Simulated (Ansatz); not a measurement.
Consider TiAl₃ (space group I4/mmm, No. 139; a = 3.846 Å, c = 8.619 Å).

Method: PBE (Ansatz, a first-principles code; PAW; 420 eV plane waves; scalar-relativistic without spin-orbit coupling), earlier PAW set.

Before the change:

The lattice parameter a comes out as 3.846 Å and the c/a ratio is 2.241.

Perturbation: a negative pressure, −2 GPa.

Task: How does this affect the lattice parameter a and c/a ratio?

Result: The lattice parameter a increases by 0.0247 Å to 3.870 Å; the c/a ratio hardly moves (2.241 against 2.243).

Load acts through the strain it causes; cell and atoms are relaxed under it. Stability against distortions was not tested. The final runs are not spin-polarised.
